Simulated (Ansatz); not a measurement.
## PbS, carrier doping

Consider PbS in the rock salt structure (space group Fm-3m, No. 225).

```yaml
crystal:
  lattice:
    - [0.00000, 2.98725, 2.98725]
    - [2.98725, 0.00000, 2.98725]
    - [2.98725, 2.98725, 0.00000]
  atoms:
    - { symbol: S, position: [0.00000, 0.00000, 0.00000] }
    - { symbol: Pb, position: [0.50000, 0.50000, 0.50000] }
```

Carriers are added at fixed cell with a uniform background; the Fermi–Dirac width is that of 300 K.

Computed with r2SCAN, PAW, 500 eV (Ansatz, an electronic-structure program; no SOC).

For the base:

- Gap between the host's bands = 0.69 eV

Question: The aim is a gap between the host's bands between 0.49 eV and 0.55 eV. Which of these changes reaches it?
A. holes 7.0×10^21 cm⁻³
B. electrons 1.5×10^21 cm⁻³
C. electrons 1.0×10^22 cm⁻³
D. electrons 3.0×10^21 cm⁻³
E. holes 1.0×10^22 cm⁻³

Answer: C, electrons 1.0×10^22 cm⁻³. It gives 0.53 eV; holes 1.0×10^22 cm⁻³ gives 0.98 eV; holes 7.0×10^21 cm⁻³ gives 0.89 eV; electrons 3.0×10^21 cm⁻³ gives 0.64 eV; electrons 1.5×10^21 cm⁻³ gives 0.67 eV. Changes not listed may reach it too

Charged cell with a jellium background: band edges are those of the host's band count, energies are not comparable with the neutral cell, and many-body gap narrowing is missing. With Pb present, leaving out spin-orbit coupling can change the band edges. Whether these cells are dynamically stable was not tested.
